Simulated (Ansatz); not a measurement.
Take ZrB₂ (space group P6/mmm, No. 191; a = 3.1552 Å, c = 3.5062 Å; relaxed with 0.1 eV smearing) as the base. Axes: x lies along a and z along c of the hexagonal cell.

Computed with PBEsol (Ansatz, an electronic-structure program; PAW; 420 eV plane waves; no spin-orbit coupling).

Before the change:

The shortest interatomic distance is 1.822 Å and the pressure is 0.0 GPa.

Modification: uniaxial strain ε_xx = −2.00 %, all other strain components held at zero, atoms relaxed at fixed cell.

Problem. Estimate the effect on the shortest interatomic distance.

Solution. The shortest interatomic distance drops by 0.0282 Å, from 1.822 Å to 1.793 Å.

Problem. What happens to the energy relative to the base?

Solution. The energy goes up by 7.7 meV/atom.

Problem. What does the calculation give for the pressure after the change?

Solution. The pressure (mean of the normal stresses, compression positive) goes from zero to 5.5 GPa.

Stability against distortions was not tested. All final runs are without spin polarisation.
